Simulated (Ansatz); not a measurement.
Hypothetical zinc blende RhSb: response to strain

Start from RhSb in the zinc blende structure (space group F-43m, No. 216; a hypothetical phase, not in the database extracts checked; relaxed with 0.1 eV smearing).

```
RhSb
1.0
    0.00000     2.92746     2.92746
    2.92746     0.00000     2.92746
    2.92746     2.92746     0.00000
Sb Rh
1 1
Direct
  0.25000   0.25000   0.25000
  0.00000   0.00000   0.00000
```

Cartesian axes are those of the cell as printed.

Strains are applied to the cell and any free atomic positions relax.

The values are results of r2SCAN/PAW in Ansatz (a first-principles code), scalar-relativistic without spin-orbit coupling, not measurements.

Candidates:
(a) strain tensor (xx, yy, zz, yz, xz, xy) = (−0.44, +0.77, +1.94, −1.58, +0.29, +0.03) %
(b) isotropic strain +1.37 %
(c) isotropic strain +5.44 %
(d) uniaxial strain ε_xx = +4.65 %

Notes on the quantities. energy relative to the base: free energy F.

**Question.** Order them by energy relative to the base, lowest first.

**Answer.** (a) strain tensor (xx, yy, zz, yz, xz, xy) = (−0.44, +0.77, +1.94, −1.58, +0.29, +0.03) % (+3.4 meV/atom), (b) isotropic strain +1.37 % (+12 meV/atom), (d) uniaxial strain ε_xx = +4.65 % (+16 meV/atom), (c) isotropic strain +5.44 % (+167 meV/atom)

No phonon test of stability was made. The final runs are not spin-polarised.
